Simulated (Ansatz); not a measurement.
Abridged Ansatz (an electronic-structure program) output:

```
Relaxation: its limit of steps is 50 (relax.max_steps)
Pseudopotential: C, paw, valence charge 4
Crystal: 2 atoms, lattice volume = 11.269 Å³
Basis set: ecut = 500 eV, 295 PW (Γ), exchange–correlation on 80×80×80 points (64 copies of the dense FFT grid, shifted against one another)
Bands: 8, of which v1, the nominal top of the filled ones, is band 4 counted from 1 (3 counted from 0)
Symmetry: 8 space group operations
k-points: 621 of 4096
Functional: x = r2scan, c = r2scan; τ floored in thin density (d = 2e-4 eV/Å³)
SCF iter   1: F=—  HF=-502.959824 eV  |F-HF|=—  |Δ(HF+E_count)|=         —  Δρ=9.06e-3  dr2=2.59e-3  dr2_τ=3.92e-1  ethr=1.77e-3  ⟨swp⟩=5.1  Hψ=33230  notcnv=0
SCF iter   2: F=—  HF=-503.015873 eV  |F-HF|=—  |Δ(HF+E_count)|=   5.60e-2  Δρ=5.64e-3  dr2=9.95e-4  dr2_τ=6.03e-5  ethr=3.23e-5  ⟨swp⟩=2.0  Hψ=14904  notcnv=0
SCF 1 converged in 7 iterations: F = -503.015921 eV  dr2 = 4.62e-12
relax step   1: F+E_penalty+E_count = -503.01592116 eV  Δ(F+E_penalty+E_count) = +0.000e0 eV  max|allowed force component| = 1.539e-1 eV/Å  Δτ_max = 0.0000 Å  (7 SCF iters, accepted)
Crystal: 2 atoms, lattice volume = 11.269 Å³
SCF iter   1: F=—  HF=-503.016151 eV  |F-HF|=—  |Δ(HF+E_count)|=         —  Δρ=3.65e-4  dr2=7.24e-6  dr2_τ=2.14e-5  ethr=8.92e-8  ⟨swp⟩=1.0  Hψ=24904  notcnv=0
SCF iter   2: F=—  HF=-503.016153 eV  |F-HF|=—  |Δ(HF+E_count)|=   1.87e-6  Δρ=1.62e-4  dr2=1.18e-6  dr2_τ=2.05e-8  ethr=8.92e-8  ⟨swp⟩=2.0  Hψ=6891  notcnv=0
SCF 2 converged in 4 iterations: F = -503.016153 eV  dr2 = 1.97e-10
relax step   2: F+E_penalty+E_count = -503.01615308 eV  Δ(F+E_penalty+E_count) = -2.319e-4 eV  max|allowed force component| = 7.504e-2 eV/Å  Δτ_max = 0.0010 Å  (4 SCF iters, accepted)
Crystal: 2 atoms, lattice volume = 11.269 Å³
SCF iter   1: F=—  HF=-503.016224 eV  |F-HF|=—  |Δ(HF+E_count)|=         —  Δρ=3.50e-4  dr2=6.61e-6  dr2_τ=1.95e-5  ethr=8.21e-7  ⟨swp⟩=2.6  Hψ=17490  notcnv=0
SCF iter   2: F=—  HF=-503.016226 eV  |F-HF|=—  |Δ(HF+E_count)|=   1.97e-6  Δρ=1.55e-4  dr2=1.07e-6  dr2_τ=1.86e-8  ethr=8.26e-8  ⟨swp⟩=1.0  Hψ=9936  notcnv=0
SCF 3 converged in 4 iterations: F = -503.016225 eV  dr2 = 1.82e-10
relax step   3: F+E_penalty+E_count = -503.01622542 eV  Δ(F+E_penalty+E_count) = -7.234e-5 eV  max|allowed force component| = 5.061e-5 eV/Å  Δτ_max = 0.0010 Å  (4 SCF iters, accepted)
Crystal: 2 atoms, lattice volume = 11.269 Å³
SCF iter   1: F=—  HF=-503.016225 eV  |F-HF|=—  |Δ(HF+E_count)|=         —  Δρ=2.32e-6  dr2=1.82e-10  dr2_τ=3.17e-11  ethr=2.27e-12  ⟨swp⟩=1.0  Hψ=36400  notcnv=0
SCF iter   2: F=-503.016225 eV  HF=-503.016225 eV  |F-HF|=4.05e-11  |Δ(HF+E_count)|=  2.01e-10  Δρ=1.26e-6  dr2=5.37e-11  dr2_τ=2.02e-12  ethr=2.27e-12  ⟨swp⟩=4.0  Hψ=14134  notcnv=0
SCF 4 converged in 2 iterations: F = -503.016225 eV  dr2 = 5.37e-11
SCF converged after 2 iterations
Free energy (F): -503.016225 eV
Internal energy: -503.016225 eV  (E = F + TS)
E sigma→0 (E₀):  -503.016225 eV
Fermi energy:    15.286522 eV
--- Forces (eV/Å), atoms counted from 1 ---
  atom   1  C     -0.00005401    -0.00000000     0.00000000
  atom   2  C      0.00005401     0.00000000    -0.00000000
--- Stress (GPa, compression-positive) ---
        0.292108      -0.000000      -0.000000
       -0.000000       3.347103     -39.956544
       -0.000000     -39.956544       3.347103
  P = ⅓ Tr σ = 2.3288 GPa (23.288 kbar)
--- Relaxed structure (3 steps of the walk, 3 accepted, 0 SCFs on fresh bases) ---
  atoms:
    - { symbol: C, position: [-0.0005555418944917618, 0.0005555418944917618, 0.0005555418944917618] }
    - { symbol: C, position: [0.25055554189449175, 0.24944445810550825, 0.24944445810550825] }
```

Problem. What was computed, and what are the main results?

Solution. C, 2 atoms in the cell, with DFT with r2SCAN, PAW potentials and a 500 eV plane-wave cutoff in Ansatz, without spin-orbit coupling. The last SCF converged to F = -503.016225 eV, or -251.5081 eV per atom, at a pressure of 2.33 GPa. The total energy compares only with runs of the same code, potentials and settings.

The cells carry an imposed strain or load. Whether these cells are dynamically stable was not tested. The cell was made from C in the diamond structure (space group Fd-3m, No. 227) by this change: tensor shear ε_yz = +3.39 %.

Keys are those of Ansatz 0.2.
